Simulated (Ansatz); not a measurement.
Results of LDA in Ansatz (PAW) for ZrSiTe (P4/nmm, No. 129).

Run with plane-wave cutoff 520 eV, 16×16×6 k mesh (along the axes of the cell as run), Fermi–Dirac smearing 0.05 eV, scalar-relativistic PAW data made under PBE.

Cell (relaxed at this level):

```xyz
6
Lattice="3.6745 0.0000 0.0000 0.0000 3.6745 0.0000 0.0000 0.0000 9.0517" Properties=species:S:1:pos:R:3 pbc="T T T"
Zr     1.8372     0.0000     6.6213
Zr     0.0000     1.8372     2.4304
Te     1.8372     0.0000     1.2048
Te     0.0000     1.8372     7.8469
Si     0.0000     0.0000     4.5259
Si     1.8372     1.8372     4.5259
```

**Question.** What does this level give for the bulk modulus?

**Answer.** 
bulk modulus: 60.7 GPa

The run finds no gap.

Note: the bulk modulus is −V dP/dV from two relaxed cells at ±2 % in volume; the volume lies 6 % below that of the published cell.

Spin–orbit coupling is not included; it can open a gap where bands touch, and shift volumes and moduli.

The computed numbers hold no vibrational or temperature effects.

Cost on a shared machine: roughly 8 core-minutes.

Ansatz is a quantum-chemistry and plane-wave program.
